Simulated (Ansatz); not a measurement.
**A computed series for Sn: response to strain**

Take Sn (space group I4_1/amd, No. 141; a = 5.949 Å, c = 3.214 Å; relaxed with 0.1 eV smearing) as the base. Axes: x, y, z lie along a, b, c of the conventional cell.

Strains are applied to the cell and any free atomic positions relax; under biaxial strain the out-of-plane vector relaxes too.

Method: Kohn–Sham DFT with the PBE functional, run in Ansatz (a first-principles code) with PAW and 420 eV plane waves, no spin-orbit coupling.

Notes on the quantities. energy relative to the base: free energy F.

```tsv
biaxial strain, plane normal [001], relaxed out of plane (%)	energy relative to the base (meV/atom)
-4.86	43.6
-1.82	5.6
-0.69	?
-0.45	0.3
0	0.0
```

Question: Fit ΔE = Aε² + Bε³ (ε in %) to the rows shown and predict the withheld row.

Answer: Least squares on the printed values gives A = 1.60 and B = -0.051 meV/atom (largest residual 0.0 meV/atom); this predicts 0.8 meV/atom, and the run gives 0.8 meV/atom, in agreement.

A biaxial case was relaxed in a doubled cell and then solved in the primitive one. Stability against distortions was not tested.
